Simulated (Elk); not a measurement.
**A self-consistent single point of Li (Im-3m, 1 atom in the cell) with Elk**

Method: PBEsol, all-electron FP-LAPW, Elk's shipped species files, APW+lo basis with extra local orbitals run with Elk.

Input as run:

```
tasks
  0

xctype
  22

rgkmax
  8.0

gmaxvr
  16.0

nxlo
  2

lorbcnd
  .true.

lmaxi
  3

stype
  3

swidth
  0.00367493

scale
  5.728697084

avec
   -0.5773502692    0.5773502692    0.5773502692
    0.5773502692   -0.5773502692    0.5773502692
    0.5773502692    0.5773502692   -0.5773502692

atoms
  1   : nspecies
  'Li.in'   : spfname
  1   : natoms; atposl, bfcmt below
  0.0000000000  0.0000000000  0.0000000000    0.0 0.0 0.0

ngridk
  9 9 9
```

Output (repeated stretches shortened):

```
│ Elk code version 10.2.4 │

All units are atomic (Hartree, Bohr, etc.)

│ Ground-state run starting from atomic densities │

Lattice vectors :
  -3.307464804       3.307464804       3.307464804
   3.307464804      -3.307464804       3.307464804
   3.307464804       3.307464804      -3.307464804

Unit cell volume      :    144.7257088
Brillouin zone volume :    1.713933312

Muffin-tin inner radius fraction :   0.1000000000E-01

Nuclei treated as point charges

Species :    1 (Li)
 parameters loaded from : Li.in
 name : lithium
 nuclear charge    :   -3.000000000
 electronic charge :    3.000000000
 atomic mass :    12652.66897
 muffin-tin radius :    1.800000000
 number of radial points in muffin-tin :    297
 atomic positions (lattice), magnetic fields (Cartesian) :
   1 :   0.00000000  0.00000000  0.00000000    0.00000000  0.00000000  0.00000000

Total number of atoms per unit cell :    1

Spin treatment :
 spin-unpolarised

Number of Bravais lattice symmetries :   48
Number of crystal symmetries         :   48
Crystal has inversion symmetry
Real symmetric eigensolver will be used

k-point grid :      9     9     9
k-point offset :    0.000000000       0.000000000       0.000000000
k-point set is reduced with full crystal symmetry group
Total number of k-points :       35

Muffin-tin radius times maximum |G+k| :    8.000000000
 using average radius
Maximum |G+k| for APW functions       :    4.444444444
Maximum (1/2)|G+k|²                   :    9.876543210
Maximum |G| for potential and density :    16.00000000
 potential will be trimmed for |G| > 2 gkmax
Constant for pseudocharge density :    7
Radial integration step length :    4

G-vector grid sizes :     30    30    30
Number of G-vectors :    10005

Maximum angular momentum used for
 APW functions                      :    8
 outer part of muffin-tin           :    6
 inner part of muffin-tin           :    3

Total nuclear charge    :   -3.000000000
Total core charge       :    0.000000000
Total valence charge    :    3.000000000
Total excess charge     :    0.000000000
Total electronic charge :    3.000000000

Effective Wigner radius, rₛ :    2.258284258

Number of empty states         :    4
Total number of valence states :    6
Total number of core states    :    0

Conduction state local-orbitals added automatically
Total number of local-orbitals :   66

Exchange-correlation functional :     22     0     0
 PBEsol, Phys. Rev. Lett. 100, 136406 (2008)
 gradient requirement :    1
 generalised gradient approximation (GGA)

Smearing type :    3
 Fermi-Dirac
Smearing width :   0.3674930000E-02
Effective electronic temperature (K) :    1160.451112

Mixing type :    3
 Broyden mixing, J. Phys. A: Math. Gen. 17, L317 (1984)

Kohn-Sham potential initialised from atomic data

│ Self-consistent loop started │
│ Loop number : 1 │
 total energy                :     -7.46830812107
│ Loop number : 2 │
 total energy                :     -7.46827206955
RMS change in Kohn-Sham potential (target) :    31.15972376     (  0.1000000000E-05)
Absolute change in total energy (target)   :   0.3605152160E-04 (  0.1000000000E-03)
│ Loop number : 3 │
 total energy                :     -7.46647028913
RMS change in Kohn-Sham potential (target) :    15.67636196     (  0.1000000000E-05)
Absolute change in total energy (target)   :   0.1810793301E-02 (  0.1000000000E-03)
│ Loop number : 4 │
 total energy                :     -7.46536273803
RMS change in Kohn-Sham potential (target) :    5.323082319     (  0.1000000000E-05)
Absolute change in total energy (target)   :   0.1560249423E-02 (  0.1000000000E-03)
│ Loop number : 5 │
 total energy                :     -7.46495965934
RMS change in Kohn-Sham potential (target) :    1.376926050     (  0.1000000000E-05)
Absolute change in total energy (target)   :   0.7931410482E-03 (  0.1000000000E-03)
│ Loop number : 6 │
 total energy                :     -7.46483933008
RMS change in Kohn-Sham potential (target) :   0.2896250301     (  0.1000000000E-05)
Absolute change in total energy (target)   :   0.3186145255E-03 (  0.1000000000E-03)
│ Loop number : 7 │
 total energy                :     -7.46479153756
RMS change in Kohn-Sham potential (target) :   0.2276517327E-01 (  0.1000000000E-05)
Absolute change in total energy (target)   :   0.1274461495E-03 (  0.1000000000E-03)
│ Loop number : 8 │
 total energy                :     -7.46477171669
RMS change in Kohn-Sham potential (target) :   0.1131332548E-01 (  0.1000000000E-05)
Absolute change in total energy (target)   :   0.5168240602E-04 (  0.1000000000E-03)
│ Loop number : 9 │
 total energy                :     -7.46474424805
RMS change in Kohn-Sham potential (target) :   0.1830859010E-02 (  0.1000000000E-05)
Absolute change in total energy (target)   :   0.4038924163E-04 (  0.1000000000E-03)
│ Loop number : 10 │
 total energy                :     -7.46473657354
RMS change in Kohn-Sham potential (target) :   0.6950237254E-03 (  0.1000000000E-05)
Absolute change in total energy (target)   :   0.1777181519E-04 (  0.1000000000E-03)
│ Loop number : 11 │
 total energy                :     -7.46473216124
RMS change in Kohn-Sham potential (target) :   0.2455965394E-04 (  0.1000000000E-05)
Absolute change in total energy (target)   :   0.8855255144E-05 (  0.1000000000E-03)
│ Loop number : 12 │
 total energy                :     -7.46473207459
RMS change in Kohn-Sham potential (target) :   0.1208490509E-04 (  0.1000000000E-05)
Absolute change in total energy (target)   :   0.2300467207E-05 (  0.1000000000E-03)
│ Loop number : 13 │
 total energy                :     -7.46473202954
RMS change in Kohn-Sham potential (target) :   0.5843106961E-06 (  0.1000000000E-05)
Absolute change in total energy (target)   :   0.6201630676E-06 (  0.1000000000E-03)
Convergence targets achieved

│ Loop number : 14 │

Energies :
 Fermi                       :     0.753281862906E-02
 sum of eigenvalues          :     -3.40990882191
 electron kinetic            :      7.37140578126
 core electron kinetic       :      0.00000000000
 Coulomb                     :     -13.0414408015
 Coulomb potential           :     -8.45497187611
 nuclear-nuclear             :     -2.24428245273
 electron-nuclear            :     -13.1393448215
 Hartree                     :      2.34218647270
 Madelung                    :     -8.81395486349
 xc potential                :     -2.32634272706
 exchange                    :     -1.70482243831
 correlation                 :    -0.893151643060E-01
 electron entropic           :    -0.559402881703E-03
 total energy                :     -7.46473202577

Density of states at Fermi energy :    13.04596934
 (states/Hartree/unit cell)

Estimated indirect band gap :   0.9411369325E-02
 from k-point     23 to k-point     22
Estimated direct band gap   :   0.1328604845
 at k-point      5

Charges :
 core                        :    0.000000000
 valence                     :    3.000000000
 interstitial                :   0.8895552951
 muffin-tins (core leakage)
  species :    1 (Li)
   atom    1                 :    2.110444705     (   0.000000000    )
 total in muffin-tins        :    2.110444705
 total calculated charge     :    3.000693313
 total charge                :    3.000000000
 error                       :   0.6933129846E-03

│ Self-consistent loop stopped │
```

The run converged in 14 iterations. The count includes the last loop, which Elk runs after its targets are met.

The starting cell has typed, rounded lattice constants, without a prior relaxation at this level. Its lattice was rescaled by up to half a per cent. Values depend on the basis (sphere radii, cutoffs, local orbitals), which need not be converged. The log's line on a gap gives a spacing of levels on this mesh, which the program prints for metals too.
